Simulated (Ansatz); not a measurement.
Functionals compared on Br on the 1x1 (100) surface of monoclinic HfO2 (cut with top plane 2 O), one in a 1x1 cell, started at the site 'bridge O-O (span 5.2 Å)', in Ansatz (plane waves, PAW). The structure was relaxed with PBE; the other rows are single points on it, each with its references at the same level. Cutoff 420 eV (500 eV for r2SCAN). The points keep PBE's geometry, so the relaxation of a polaron and the settling of charge on one site are left out.

Host crystal: monoclinic HfO2, with a band gap (PBE, scalar-relativistic without spin-orbit coupling).

Set-up: 25 atoms, 9.3 Å thick at the start under the adsorbate (thin: gaps and levels are the slab's own); mesh 4x4x1; 0.01 eV smearing; dipole correction on; 12 atoms held, the rest relaxed; no symmetry held; spin-polarised, ending with about 1.0 μB a cell; orders that need a larger cell were not tried, no spin-orbit, no U, no dispersion correction. At the end it is bonded to Hf. In PBE it is, or lies within 0.03 eV of, the lowest of the starts that converged. These notes are the PBE run's. RPBE: The program's check for a lower electronic state was not made. r2SCAN: The program's check for a lower electronic state was not made. Adsorption energies are against ½ Br2(g). A negative adsorption energy means that the adsorbate is more stable on the surface than in its reference.

| functional | adsorption energy (eV) | gap of the slab on its k-mesh (eV) | highest filled level below the top vacuum level (eV) | magnetic moment of the cell (μB) | rough cost of the single point |
|---|---|---|---|---|---|
| PBE | 0.04 | 0.80 | 7.18 | 1.00 | – |
| RPBE | [?] | [?] | [?] | 1.00 | very roughly 7 core-minutes |
| r2SCAN | -0.16 | 1.25 | 7.57 | 1.00 | roughly 13 core-minutes |

**Question.** Some entries are withheld; supply them.

**Answer.** 
- RPBE, adsorption energy (eV): 0.24
- RPBE, gap of the slab on its k-mesh (eV): 0.86
- RPBE, highest filled level below the top vacuum level (eV): 7.11

Ansatz is a quantum-chemistry and plane-wave program.
